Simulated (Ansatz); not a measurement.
Consider GeS2 in the 2H-MoS2 type structure (space group P6_3/mmc, No. 194; a hypothetical phase, not in the database extracts checked; layered, stacked along the Cartesian z axis).

```
CELL_PARAMETERS angstrom
      3.42704     0.00000     0.00000
     -1.71352     2.96791     0.00000
      0.00000     0.00000    10.62205
ATOMIC_POSITIONS crystal
  Ge 0.33333 0.66667 0.25000
  Ge 0.66667 0.33333 0.75000
  S  0.33333 0.66667 0.60592
  S  0.66667 0.33333 0.10592
  S  0.66667 0.33333 0.39408
  S  0.33333 0.66667 0.89408
```

Method: PBE-D3(BJ) (Ansatz, a quantum-chemistry and plane-wave program, PAW, no spin-orbit coupling).

Before the change:

- Pressure = 0.0 GPa
- Band gap = zero

Modification: the cell is scaled by 1.0235 in all directions, atoms relaxed at fixed cell.

**Question.** What does the calculation give for the pressure after the change?

**Answer.** The pressure (mean of the normal stresses, compression positive) goes from zero to -4.0 GPa.

**Question.** Estimate the effect on the largest internal atomic displacement.

**Answer.** The largest internal atomic displacement amounts to 0.032 Å.

**Question.** How does this affect the energy relative to the base?

**Answer.** The energy goes up by 18 meV/atom.

**Question.** How does this affect the band gap?

**Answer.** The band gap stays zero.

The cells carry an imposed strain or load. No phonon test of stability was made. All final runs are without spin polarisation.
